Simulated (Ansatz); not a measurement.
Input and output of a self-consistent single point for SnO (P4mm, 4 atoms in the cell) (Ansatz, a program for electronic structure).

Level of theory: PBEsol, PAW files made with PBE (plane waves; Ansatz).

```xyz
4
Lattice="3.7810 0.0000 0.0000 0.0000 3.7810 0.0000 0.0000 0.0000 4.8158" Properties=species:S:1:pos:R:3 pbc="T T T"
Sn     1.8905     0.0000     3.7196
Sn     0.0000     1.8905     1.1462
O      1.8905     1.8905     0.0000
O      0.0000     0.0000     0.0000
```

Reference input (self-consistent single point, DFT, PBEsol, plane waves, PAW files made with PBE): basis.ecutwfc = 420 eV; kpoints.mp_grid.grid = 7 7 5; hamiltonian.xc = pbesol; hamiltonian.pseudopotentials = {kind: paw} (the program's default PAW files); scf.occupations.method = fermi_dirac; scf.occupations.width = 0.02 eV. This run's input differs from it in these lines:

Ansatz 0.2 input:
```diff
@@ -14,3 +14,4 @@
   mp_grid:
-    grid: [7, 7, 5]
+    grid: [17, 17, 13]
+    shift: [0.5, 0.5, 0.5]
 hamiltonian:
```

Output (repeated stretches shortened):

```
SCF iter   1: F=—  HF=-13022.163068 eV  |F-HF|=—  |Δ(HF+E_count)|=         —  Δρ=5.14e-2  dr2=2.46e0  ethr=3.10e-3  ⟨swp⟩=6.1  Hψ=35826  notcnv=0
all-band conjugate gradients solve this SCF's bands
preconditioner: auto → Kerker (q_TF=auto, 2.492 Å⁻¹)
SCF iter   2: F=—  HF=-13021.757776 eV  |F-HF|=—  |Δ(HF+E_count)|=   4.05e-1  Δρ=2.59e-2  dr2=8.29e-1  ethr=3.10e-3  ⟨swp⟩=3.2  Hψ=17644  notcnv=0
   [... lines left out ...]
SCF iter   5: F=—  HF=-13021.536466 eV  |F-HF|=—  |Δ(HF+E_count)|=   2.63e-4  Δρ=5.56e-4  dr2=2.49e-4  ethr=1.55e-5  ⟨swp⟩=3.0  Hψ=12875  notcnv=0
SCF iter   6: F=—  HF=-13021.536656 eV  |F-HF|=—  |Δ(HF+E_count)|=   1.91e-4  Δρ=1.35e-4  dr2=1.21e-5  ethr=6.22e-7  ⟨swp⟩=2.0  Hψ=10035  notcnv=0
SCF iter   7: F=—  HF=-13021.536672 eV  |F-HF|=—  |Δ(HF+E_count)|=   1.60e-5  Δρ=5.44e-5  dr2=1.90e-6  ethr=3.02e-8  ⟨swp⟩=2.0  Hψ=13835  notcnv=0
SCF iter   8: F=-13021.536672 eV  HF=-13021.536672 eV  |F-HF|=7.16e-9  |Δ(HF+E_count)|=   1.27e-7  Δρ=9.45e-6  dr2=5.38e-8  ethr=2.50e-10  ⟨swp⟩=4.2  Hψ=37090  notcnv=0
SCF 1 converged in 8 iterations: F = -13021.536672 eV  dr2 = 5.38e-8
Free energy (F): -13021.536672 eV
Internal energy: -13021.536631 eV  (E = F + TS)
E sigma→0 (E₀):  -13021.536652 eV
Entropy (-TS):   -0.000041 eV (-0.010 meV/atom)
Fermi energy:    10.276741 eV
--- Forces (eV/Å), atoms counted from 1 ---
  atom   1  Sn     0.00000000     0.00000000    -0.98451988
  atom   2  Sn    -0.00000000     0.00000000     0.60005770
  atom   3  O     -0.00000000     0.00000000     0.19222689
  atom   4  O      0.00000000     0.00000000     0.19222689
--- Stress (GPa, compression-positive) ---
        3.402300       0.000000       0.000000
        0.000000       3.402300       0.000000
        0.000000       0.000000       3.141440
  P = ⅓ Tr σ = 3.3153 GPa (33.153 kbar)
  The stress holds the Pulay correction. Without it, at fixed plane waves, as pw.x and ABINIT print it: P = 3.0927 GPa
```

The run converged in 8 iterations. Against the reference run the free energy hardly moves (within 1 meV/atom), the pressure stays at 3.32 GPa, the largest force moves little (0.984 to 0.985 eV/Å) and the gap on the mesh goes from 0.351 to 0.126 eV.

The starting cell has typed, rounded lattice constants, without a prior relaxation at this level. Its lattice was rescaled by up to half a per cent. One atom was moved a little off its site on purpose. Ansatz's pressure includes its estimate of the finite-basis (Pulay) stress. The shifted mesh does not hold Γ, so a gap read on it misses any band edge there.

Cost on one core of a shared machine: roughly 30 s.
